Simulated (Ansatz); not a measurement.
**AgZn (P4/mmm, No. 123, 2 atoms in the cell; start mp-1215437; a measured phase of this formula has another space group)**

Computed with LDA in Ansatz (plane waves, PAW).

Settings: plane-wave cutoff 520 eV, 22×22×12 k mesh (along the axes of the cell as run), Fermi–Dirac smearing 0.05 eV, no spin polarisation, scalar-relativistic PAW data made under PBE.

Cell (relaxed at this level):

AgZn has the tetragonal space group P4/mmm (No. 123), Pearson symbol tP2. Cell: a = b = 2.9535 Å, c = 3.3421 Å, α = β = γ = 90.00°. Zn on 1d is coordinated by 8 Ag at 2.675 Å (cubic). Ag on 1a has 8 Zn at 2.675 Å and 4 Ag at 2.954 Å and 2 Ag at 3.342 Å. (Neighbours: up to the widest gap in distance over summed covalent radii, below 1.35, at either atom.)

```json
{
  "band_gap": "zero (no gap)",
  "bulk modulus B0": "132 GPa"
}
```

Note: the relaxation could not lower the start's symmetry, so the cell can be a saddle point above a distorted one; the bulk modulus is −V dP/dV from two relaxed cells at ±2 % in volume.

Spin–orbit coupling is not included.

The computed numbers hold no vibrational or temperature effects.

A start named mp-… is a Materials Project structure, which need not be a measured phase.

Ansatz is a first-principles code.
